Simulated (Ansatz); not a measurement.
## Pressure series in MgO

The reference is MgO (space group P3m1, No. 156; a = 3.265 Å, c = 15.509 Å; a cell from a computed database, its experimental status unchecked).

Cell and atoms are relaxed at each pressure.

Method: plane-wave PAW DFT at the PBEsol level (Ansatz, a program for electronic structure, 420 eV), spin-orbit coupling left out.

```json
[
 {"P (GPa)": "-2.00", "V (Å³/atom)": "12.143"},
 {"P (GPa)": "-1.00", "V (Å³/atom)": "12.036"},
 {"P (GPa)": "0.29", "V (Å³/atom)": "11.905"},
 {"P (GPa)": "0.68", "V (Å³/atom)": "11.867"},
 {"P (GPa)": "1.50", "V (Å³/atom)": "11.788"},
 {"P (GPa)": "3.00", "V (Å³/atom)": "11.650"},
 {"P (GPa)": "7.50", "V (Å³/atom)": "11.277"},
 {"P (GPa)": "10.00", "V (Å³/atom)": "11.090"}
]
```

Fit a third-order Birch–Murnaghan equation of state.

Least squares on P(V) = (3B₀/2)[(V₀/V)^(7/3) − (V₀/V)^(5/3)]·[1 + (3/4)(B₀′ − 4)((V₀/V)^(2/3) − 1)] gives V₀ = 11.93 Å³/atom, B₀ = 119 GPa and B₀′ = 3.7.

Between the base and pressure 10 GPa the gap moves from 3.43 eV to 3.78 eV, a mean slope of 34 meV/GPa.

Load acts through the strain it causes; cell and atoms are relaxed under it. No phonon test of stability was made. No other phases were tried under pressure. The base started in Cm and relaxed to P3m1 at this level. This is not the structure that MgO has at room temperature and ambient pressure.
